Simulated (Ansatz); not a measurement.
## CaZrN2 (model structure, started from the MgZrN2 type, I4₁/amd, No. 141, 8 atoms in the cell)

These are LDA in Ansatz (PAW) values and carry that method's errors.

Run with plane-wave cutoff 520 eV, 16×16×16 k mesh, Fermi–Dirac smearing 0.05 eV, scalar-relativistic PAW data made under PBE.

Cell (relaxed at this level):

```xyz
8
Lattice="-2.3074 2.3074 4.7118 2.3074 -2.3074 4.7118 2.3074 2.3074 -4.7118" Properties=species:S:1:pos:R:3 pbc="T T T"
Ca     0.0000     0.0000     4.7118
Ca     2.3074     0.0000     2.3559
Zr     0.0000     2.3074     2.3559
Zr     0.0000     0.0000     0.0000
N      0.0000     2.3074     0.1701
N      0.0000     0.0000     7.2378
N      0.0000     0.0000     2.1858
N      0.0000     2.3074     4.5417
```

- band gap = none
- bulk modulus = 190 GPa

Note: the bulk modulus is −V dP/dV from two relaxed cells at ±2 % in volume; the relaxation could raise the start's symmetry but not lower it, so the cell can be a saddle point.

Spin–orbit coupling is not included.

The computed numbers hold no vibrational or temperature effects.

Cost on a shared machine: very roughly 6 core-minutes.

A model structure was made by putting elements into a prototype or built by hand; it is no filed structure, need not be a known phase, and can be a saddle point held by its symmetry.

Ansatz is a program for electronic structure.
